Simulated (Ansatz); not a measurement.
## Short convergence ladders for a (100) slab of RbBi2 (cut from a parent of space group no. 227; 12 atoms in the cell)

```
Bi2Rb
1.0
    6.76983     0.00000     0.00000
   -6.76983     6.76983     0.00000
    0.00000     0.00000    22.37718
Bi Rb
8 4
Direct
  0.75000   0.25000   0.31282
  0.75000   0.00000   0.41978
  0.25000   0.00000   0.41978
  0.25000   0.75000   0.31282
  0.75000   0.75000   0.52674
  0.75000   0.50000   0.63370
  0.25000   0.50000   0.63370
  0.25000   0.25000   0.52674
  0.00000   0.50000   0.47326
  0.50000   0.50000   0.36630
  0.00000   0.00000   0.68718
  0.50000   0.00000   0.58022
```

Base method: PBEsol, default PAW files made with PBE (plane waves; Ansatz, an electronic-structure program).

Base settings: basis.ecutwfc = 420 eV; kpoints.mp_grid.grid = 3 3 1; hamiltonian.xc = pbesol; hamiltonian.pseudopotentials = {kind: paw} (the program's default PAW files); scf.occupations.method = fermi_dirac; scf.occupations.width = 0.1 eV.

The count of work is k-points × plane waves × bands × iterations; it is no time. Core times come from one kind of shared machine, to one figure; runs under 30 s give none.

**The vacuum with a dipole correction**

In this ladder: efield.axis = 3; efield.dipole_correction = true.

The mesh stays at the base's, so the ladder's end is converged at best in this setting alone.

Only quantities that move along the ladder and can be compared are tabulated.

```csv
vacuum between outermost atoms (Å),free energy less the last step's (meV/atom),largest difference of a force vector from the last step's (eV/Å)
6.0,-2.23,0.045
8.0,-0.17,0.005
10.0,-0.01,0.001
14.0,0.00,0.000
20.0,0.00,0.000
```

Smallest vacuum between outermost atoms (Å) that holds the forces within 0.02 eV/Å of the last step, with all finer ones: 8.0; the step before is off by 0.045 eV/Å.

Smallest vacuum between outermost atoms (Å) that holds the free energy within 1 meV/atom of the last step, with all finer ones: 8.0; the step before is off by 2.2 meV/atom.

**The plane-wave cutoff**

The mesh stays at the base's, so the ladder's end is converged at best in this setting alone.

Only quantities that move along the ladder and can be compared are tabulated.

| basis.ecutwfc | free energy less the last step's (meV/atom) | largest difference of a force vector from the last step's (eV/Å) | count of work / last | core time / last (rough) |
|---|---|---|---|---|
| 210 eV | 3977.69 | 0.071 | 0.12 | – |
| 250 eV | 715.42 | 0.028 | 0.16 | – |
| 295 eV | 80.47 | 0.014 | 0.21 | – |
| 355 eV | 2.66 | 0.000 | 0.28 | 0.2 |
| 420 eV | 0.96 | 0.000 | 0.35 | 0.3 |
| 505 eV | 0.21 | 0.000 | 0.47 | 0.4 |
| 630 eV | 0.08 | 0.000 | 0.65 | 0.6 |
| 840 eV | 0.00 | 0.000 | 1.0 | 1 |

Coarsest basis.ecutwfc that holds the free energy within 5 meV/atom of the last step, with all finer ones: 355 eV, at 0.28 of the last step's count of work and about 0.2 of the last step's time; the step before is off by 80 meV/atom.

Coarsest basis.ecutwfc that holds the forces within 0.02 eV/Å of the last step, with all finer ones: 295 eV, at 0.21 of the last step's count of work; the step before is off by 0.028 eV/Å.

On the base run: the starting cell comes from a database of computed structures (which also holds hypothetical and non-ambient phases and stackings), without a prior relaxation at this level. The slab is cut from that crystal, and its faces are unrelaxed. Its lattice was rescaled by up to half a per cent.

Keys are those of Ansatz 0.2.
